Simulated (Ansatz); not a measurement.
Results of LDA (Ansatz, a program for electronic structure, PAW) for C11b MoSi2.

Settings: plane-wave cutoff 520 eV, 28×28×28 k mesh, Fermi–Dirac smearing 0.037 eV (set by the program), no spin polarisation, scalar-relativistic PAW data made under PBE.

Cell (measured lattice):

```cif
data_Mo2Si4
_chemical_formula_sum 'Si4 Mo2'
_space_group_name_H-M_alt 'I4/mmm'
_space_group_IT_number 139
_space_group_name_Hall '-I 4 2'
_cell_length_a 3.20640
_cell_length_b 3.20640
_cell_length_c 7.84780
_cell_angle_alpha 90.000
_cell_angle_beta 90.000
_cell_angle_gamma 90.000
loop_
_atom_site_label
_atom_site_type_symbol
_atom_site_symmetry_multiplicity
_atom_site_Wyckoff_symbol
_atom_site_fract_x
_atom_site_fract_y
_atom_site_fract_z
_atom_site_occupancy
Si1 Si 4 e 0.00000 0.00000 0.33574 1
Mo1 Mo 2 a 0.00000 0.00000 0.00000 1
```
(The calculation used a cell of 3 atoms; values per cell refer to that cell.)

Predict the Voigt–Reuss–Hill bulk modulus, polycrystal shear modulus (Hill average), elastic constant C33, elastic constant C12, Young modulus, elastic constant C11, elastic constant C13, elastic constant C44 and elastic constant C66.


* **Voigt–Reuss–Hill bulk modulus**: 197 GPa
* **polycrystal shear modulus (Hill average)**: 180 GPa
* **elastic constant C33**: 479 GPa
* **elastic constant C12**: 100 GPa
* **Young modulus**: 415 GPa
* **elastic constant C11**: 390 GPa
* **elastic constant C13**: 80.4 GPa
* **elastic constant C44**: 194 GPa
* **elastic constant C66**: 186 GPa

Measured, for comparison: elastic constant C33 514 GPa, elastic constant C12 104 GPa, elastic constant C11 417 GPa, elastic constant C13 83.8 GPa, elastic constant C44 204 GPa, elastic constant C66 194 GPa (temperature not stated, no zero-point or thermal correction; as tabulated in Friák et al. (2018), doi:10.3390/nano8121057). Computed (rounded) less measured: elastic constant C33 -7 %, elastic constant C12 -4 %, elastic constant C11 -6 %, elastic constant C13 -4 %, elastic constant C44 -5 %, elastic constant C66 -4 %.

Note: the cell isn't this level's own, so it is under some stress, which shifts stiffness and frequencies.

Elastic constants are with the ions relaxed.
